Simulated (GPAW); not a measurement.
GPAW run on LuNi2Ge2 (I4/mmm, 5 atoms in the cell): self-consistent single point.

Method of the run: LDA (Perdew-Wang 92), GPAW PAW datasets LDA (gpaw-data 1.0.1) (plane waves; GPAW 25.7.0).

The change in words: lattice scaled by 0.98. Reference geometry:
```
Lu(NiGe)2
1.0
   -2.02102     2.02102     4.90367
    2.02102    -2.02102     4.90367
    2.02102     2.02102    -4.90367
Lu Ni Ge
1 2 2
Direct
  0.00000   0.00000   0.00000
  0.25000   0.75000   0.50000
  0.75000   0.25000   0.50000
  0.62709   0.62709   0.00000
  0.37291   0.37291   0.00000
```

Reference input (self-consistent single point, DFT LDA (Perdew-Wang 92), plane waves, GPAW PAW datasets LDA (gpaw-data 1.0.1)): mode = pw; ecut = 850 eV; xc = LDA; kpts = 7 7 7; mesh shift (steps) = 0 0 0; occupations.name = fermi-dirac; occupations.width = 0.1 eV; nbands = -9; convergence.density = 1e-05 e/electron; symmetry.symmorphic = false; symmetry.tolerance = 0.0005; maxiter = 100. This run's input differs from it in these lines:

```diff
@@ -5,5 +5,5 @@
 atoms = Atoms(['Lu', 'Ni', 'Ni', 'Ge', 'Ge'],
-              cell=[[-2.021025, 2.021025, 4.903675],
-                    [2.021025, -2.021025, 4.903675],
-                    [2.021025, 2.021025, -4.903675]],
+              cell=[[-1.980604, 1.980604, 4.805602],
+                    [1.980604, -1.980604, 4.805602],
+                    [1.980604, 1.980604, -4.805602]],
               scaled_positions=[[0.000000, 0.000000, 0.000000],
```

Log, with long lists cut:

```
     iter     time        total  log10-change:
                         energy   eigst   dens
iter:   1 --:--:--   -38.037074
iter:   2 --:--:--   -36.591300   -0.47  -1.46
iter:   3 --:--:--   -35.623226   -0.84  -1.51
iter:   4 --:--:--   -35.936445   -1.47  -1.61
iter:   5 --:--:--   -36.457149   -0.49  -1.67
iter:   6 --:--:--   -36.336561   -1.69  -1.65
iter:   7 --:--:--   -35.502927   -1.64  -1.66
iter:   8 --:--:--   -35.687790   -2.45  -2.04
iter:   9 --:--:--   -35.477738   -2.13  -1.92
iter:  10 --:--:--   -35.447965   -2.72  -2.25
iter:  11 --:--:--   -35.452304c  -2.74  -2.52
iter:  12 --:--:--   -35.453037c  -3.97  -2.66
iter:  13 --:--:--   -35.447635c  -3.87  -2.65
iter:  14 --:--:--   -35.448441c  -4.22  -2.63
iter:  15 --:--:--   -35.444969c  -4.42  -2.71
   [... 6 lines left out ...]
iter:  22 --:--:--   -35.441602c  -5.97  -3.91
iter:  23 --:--:--   -35.441610c  -6.46  -3.93
iter:  24 --:--:--   -35.441605c  -6.33  -3.97
iter:  25 --:--:--   -35.441585c  -6.60  -4.06
iter:  26 --:--:--   -35.441581c  -7.70c -4.19
iter:  27 --:--:--   -35.441593c  -6.94  -4.30
iter:  28 --:--:--   -35.441592c  -7.34  -4.47
iter:  29 --:--:--   -35.441599c  -7.80c -4.68
iter:  30 --:--:--   -35.441617c  -7.00  -4.76
iter:  31 --:--:--   -35.441615c  -8.58c -5.13c
Converged after 31 iterations.

Dipole moment: (-0.000000, 0.000000, 0.000000) |e|*Ang

Energy contributions relative to reference atoms: (reference = -592683.986243)

Kinetic:        +51.877680
Potential:      -40.482020
External:        +0.000000
XC:             -46.795896
Entropy (-ST):   -0.099241
Local:           +0.008243
SIC:             +0.000000
--------------------------
Free energy:    -35.491235
Extrapolated:   -35.441615

Showing only first 2 kpts
 Kpt  Band  Eigenvalues  Occupancy
  0    30      8.26833    2.00000
  0    31      8.75138    1.99951
  0    32      9.21252    1.95185
  0    33     11.55597    0.00000

  1    30      8.18167    2.00000
  1    31      8.92398    1.99725
  1    32      9.06679    1.98857
  1    33      9.99144    0.03302

Fermi level: 9.58273

No gap
No difference between direct/indirect transitions
Energy (eV): -35.441615

Forces in eV/Ang:
  0 Lu    0.00000   -0.00000    0.00000
  1 Ni   -0.00000    0.00000    0.00000
  2 Ni    0.00000   -0.00000    0.00000
  3 Ge   -0.00000   -0.00000    0.06309
  4 Ge   -0.00000   -0.00000   -0.06309

Stress tensor:
     0.018990     0.000000     0.000000
     0.000000     0.018990     0.000000
     0.000000     0.000000     0.013528
Stress (GPa, Voigt): [3.0426 3.0426 2.1674 0.     0.     0.    ]
```

The run converged in 31 iterations. GPAW prints stress with tension positive. Against the reference run the free energy falls by 39.4 meV/atom, the pressure goes from -10.21 to -2.75 GPa and the largest force goes from 0.326 to 0.063 eV/Å.

The starting cell comes from a database of computed structures (which also holds hypothetical and non-ambient phases and stackings), without a prior relaxation at this level. Its lattice was rescaled by a random factor within 2.5 % of one. For this run, on top of that: lattice scaled by 0.98. Spin polarisation is off.

Cost on one core of a shared machine: roughly 6 min.
